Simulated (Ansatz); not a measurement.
Response to strain in MoS2

The reference is MoS$_{2}$ in the 3R-MoS2 type structure (space group R3m, No. 160; layered, stacked along the Cartesian z axis).

```
CELL_PARAMETERS angstrom
      1.55780     0.89940     5.78545
     -1.55780     0.89940     5.78545
      0.00000    -1.79879     5.78545
ATOMIC_POSITIONS crystal
  Mo 0.00004 0.00004 0.00004
  S  0.75647 0.75647 0.75647
  S  0.57679 0.57679 0.57679
```

Cartesian axes are those of the cell as printed.

Strains are applied to the cell and any free atomic positions relax; under biaxial strain the out-of-plane vector relaxes too; under stress the whole cell relaxes.

All numbers come from Ansatz (a program for electronic structure) PBEsol-D3(BJ), spin-orbit coupling left out.

Candidates:
(a) biaxial strain −3.39 %, plane normal [001], relaxed out of plane
(b) uniaxial strain ε_xx = +1.05 %
(c) isotropic strain −4.11 %
(d) uniaxial stress, 3 GPa tension along x

Notes on the quantities. energy relative to the base: free energy F.

Problem. Order them by energy relative to the base, lowest first.

Solution. (b) uniaxial strain ε_xx = +1.05 % (+1.4 meV/atom), (d) uniaxial stress, 3 GPa tension along x (+2.1 meV/atom), (a) biaxial strain −3.39 %, plane normal [001], relaxed out of plane (+38 meV/atom), (c) isotropic strain −4.11 % (+82 meV/atom)

Stability under load was not tested beyond the relaxation. The final runs are not spin-polarised.
